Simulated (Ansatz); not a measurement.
End structure of the (111) surface of fcc Ir, one row in 2 of the top plane missing (bottom of the slab: a bare face, its two planes held):

```yaml
crystal:
  lattice:
    - [2.73720, 0.00000, 0.00000]
    - [-2.73720, 4.74097, 0.00000]
    - [0.00000, 0.00000, 27.50000]
  atoms:
    - { symbol: Ir, position: [0.33333, 0.83333, 0.29683] }
    - { symbol: Ir, position: [0.33333, 0.33333, 0.29683] }
    - { symbol: Ir, position: [0.66667, 0.66667, 0.37810] }
    - { symbol: Ir, position: [0.66667, 0.16667, 0.37810] }
    - { symbol: Ir, position: [0.99788, 0.49788, 0.45857] }
    - { symbol: Ir, position: [0.00002, 0.00002, 0.45883] }
    - { symbol: Ir, position: [0.33185, 0.33185, 0.53959] }
    - { symbol: Ir, position: [0.33152, 0.83152, 0.54059] }
    - { symbol: Ir, position: [0.67056, 0.17056, 0.62096] }
    - { symbol: Ir, position: [0.68649, 0.68649, 0.62261] }
    - { symbol: Ir, position: [0.96543, 0.46543, 0.69502] }
```

Model: 11-atom slab, 11.2 Å thick at the start with caps and adatoms (thin: gaps and levels are the slab's own), 16x8x1 mesh, Fermi-Dirac 0.1 eV, dipole correction, 4 atoms held, the rest relaxed; held to the start's symmetry, so lower structures may exist; no spin, no spin-orbit, no U. It is one candidate, not shown to be the stable structure of the face.

Question: Give the work function of the top face at the level PBE (Ansatz, a program for electronic structure).

Answer: 4.58 eV
